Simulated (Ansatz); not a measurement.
System: antifluorite Be2C. Method: PBE in Ansatz (plane waves, PAW).

Run with plane-wave cutoff 500 eV, 12×12×12 k mesh, gaussian smearing 0.02 eV, scalar-relativistic PAW data made under PBE.

Cell (relaxed at this level):

```yaml
crystal:
  lattice:
    - [0.00000, 2.16417, 2.16417]
    - [2.16417, 0.00000, 2.16417]
    - [2.16417, 2.16417, 0.00000]
  atoms:
    - { symbol: Be, position: [0.25000, 0.25000, 0.25000] }
    - { symbol: Be, position: [0.75000, 0.75000, 0.75000] }
    - { symbol: C, position: [0.00000, 0.00000, 0.00000] }
```

Task: Give the computed band gap.

Result: 
- band gap = 1.17 eV (on the SCF k mesh)

The computed numbers hold no vibrational or temperature effects.

The result took very roughly 6 core-seconds.

Ansatz is a first-principles code.
